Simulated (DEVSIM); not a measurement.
System: Au/Si3N4/SiO2/p-Si capacitor, at 300 K.

```tsv
layer (left to right)	material	thickness (nm)	Na (cm⁻³)
1	Si3N4	13.0	-
2	SiO2	0.690	-
3	Si	1500	1.4e17
```

Metal gate on the left, work function 5.1 eV. Fixed charge at the semiconductor interface -4.6e10 cm⁻² (in units of +e); no interface traps.

This is a model device: material constants are rounded textbook-type values typed into the input, and sizes, dopings and lifetimes were drawn at random. Values at 300 K.

```tsv
parameter	Si3N4	SiO2	Si
gap (eV)	5.1	9	1.124
affinity (eV)	2.1	0.9	4.05
permittivity	7.5	3.9	11.7
Nc (cm⁻³)	-	-	2.86e19
Nv (cm⁻³)	-	-	3.1e19
```

Simulated with DEVSIM: 1D Poisson equation in equilibrium, Boltzmann statistics, complete ionisation; no quantum confinement or tunnelling. Metal contacts follow the ideal Schottky-Mott rule: no Fermi-level pinning, no interface dipoles.

The interface trap density was swept, all else fixed.

```
interface trap density (cm^-2 eV^-1)  minimum of the low-frequency capacitance (μF/cm²)  flat-band voltage (V)  threshold voltage (band bending 2φF) (V)
------------------------------------  -------------------------------------------------  ---------------------  ----------------------------------------
0                                                                                 0.101                   0.08                                      1.36
1e10                                                                              0.102                   0.08                                      1.36
1e11                                                                              0.111                   0.06                                      1.36
3e11                                                                              0.129                   0.01                                      1.38
1e12                                                                              0.179                  -0.14                                      1.43
2e12                                                                              0.228                  -0.37                                      1.49
```

From the first row to the last the minimum of the low-frequency capacitance goes from 0.101 to 0.228. From the first row to the last the flat-band voltage goes from 0.08 to -0.37.
